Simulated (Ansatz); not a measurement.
Base system: CaZrF6 (space group Fm-3m, No. 225; a = 8.5108 Å; a cell from a computed database, its experimental status unchecked). Axes: x, y, z lie along the cube axes.

The change: uniaxial stress, 2 GPa tension along x, with the cell and atoms free to relax against it.

Levels (all Ansatz, an electronic-structure program, PAW): PBEsol (420 eV, without spin-orbit coupling); r2SCAN (500 eV, scalar-relativistic without spin-orbit coupling).

The geometry is relaxed with PBEsol.

| Property | Value |
|---|---|
| PBEsol band gap | 6.95 eV |
| PBEsol pressure | -0.67 GPa |
| PBEsol width of the top valence band | 0.20 eV |

Problem. Predict the band gap, pressure and width of the top valence band from r2SCAN.

Solution. The band gap goes up by 0.74 eV (6.95 eV → 7.69 eV); the pressure increases by 0.603 GPa, from -0.67 GPa to -0.06 GPa; the width of the top valence band remains 0.20 eV.

Single points use the geometry relaxed with PBEsol. Their cutoffs differ, which shifts pressures a little. Load acts through the strain it causes; cell and atoms are relaxed under it. Beyond what the load breaks, stability against distortions was not tested.
